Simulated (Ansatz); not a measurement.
Start from YN in the rock salt structure (space group Fm-3m, No. 225).

```yaml
crystal:
  lattice:
    - [0.00000, 2.44784, 2.44784]
    - [2.44784, 0.00000, 2.44784]
    - [2.44784, 2.44784, 0.00000]
  atoms:
    - { symbol: Y, position: [0.00000, 0.00000, 0.00000] }
    - { symbol: N, position: [0.50000, 0.50000, 0.50000] }
```

All numbers come from Ansatz (a first-principles code) r2SCAN, no spin-orbit coupling.

Strains are applied to the cell and any free atomic positions relax.

One change was made to it. Results:

```csv
quantity,base,after
width of the top valence band,2.28 eV,2.51 eV
gap character,"indirect, Γ → X","indirect, Γ → X"
mean gap deformation potential ΔEg/Δln V,–,+1.9 eV
electron mass,"1.3 mₑ along k, 0.15 mₑ across (at X)","1.2 mₑ along k, 0.12 mₑ across (at X)"
pressure,0.00 GPa,15.08 GPa
```

**Question.** What was done to the base?
A) isotropic strain −2.50 %
B) isotropic strain −0.50 %
C) isotropic strain −3.00 %

**Answer.** A, isotropic strain −2.50 %. For comparison, the electron mass in the other runs: isotropic strain −0.50 % gives 1.3 mₑ along k, 0.14 mₑ across (at X); isotropic strain −3.00 % gives 1.2 mₑ along k, 0.11 mₑ across (off the special points).

Effective masses come from finite differences of ±0.01 Å⁻¹. Along k means along the line from Γ to the band edge. Whether these cells are dynamically stable was not tested.
